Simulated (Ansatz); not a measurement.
**YGe (model structure, started from the WC type, P-6m2, No. 187, 2 atoms in the cell): properties by level of theory**

| level (code) | equilibrium lattice constant a (Å) | c axis length (Å) |
|---|---|---|
| PBE (Ansatz) | 3.747 | 4.154 |
| PBEsol (Ansatz) | 3.662 | 4.145 |
| r²SCAN (Ansatz) | 3.811 | 4.051 |

Ansatz's density-functional and Hartree–Fock values are scalar-relativistic unless marked +SOC, with PAW data made under PBE.

The crystal itself was run without spin with PBE, PBEsol, r²SCAN; a magnetic state was not tried in these runs.

Static lattice: no zero-point or thermal effects.

A model structure was made by putting elements into a prototype or built by hand; it is no filed structure, need not be a known phase, and can be a saddle point held by its symmetry.

Ansatz is a quantum-chemistry and plane-wave program.
